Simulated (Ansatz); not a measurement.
**MgTe, pressure series**

The reference is MgTe in the wurtzite structure (space group P6_3mc, No. 186; a = 4.509 Å, c = 7.338 Å).

Cell and atoms are relaxed at each pressure.

The values are results of LDA, PAW, 420 eV (Ansatz, a program for electronic structure; without spin-orbit coupling), not measurements.

Notes on the quantities. band gap: an upper bound: an edge found on the path is not a true extremum; the base alone.

```csv
case,band gap,shortest interatomic distance
base,2.43 eV,2.757 Å
pressure 9 GPa,2.93 eV,2.609 Å
pressure 15 GPa,0.65 eV,2.584 Å
pressure 22.5 GPa,0.67 eV,2.527 Å
pressure 30 GPa,0.59 eV,2.482 Å
```

From pressure 15 GPa on, the axis ratios lie over 15 % from the base's, so the cell there is far from its starting form. With Te present, leaving out spin-orbit coupling can change the band edges. Load acts through the strain it causes; cell and atoms are relaxed under it. No phonon test of stability was made. Tetrahedral semiconductors of this kind turn to denser phases somewhere between about 1 and 50 GPa; those were not computed, so compressed cells here can lie past the real transition. Along this pressure series the structure jumps between pressure 9 GPa and pressure 15 GPa; cells beyond that are another form of it.
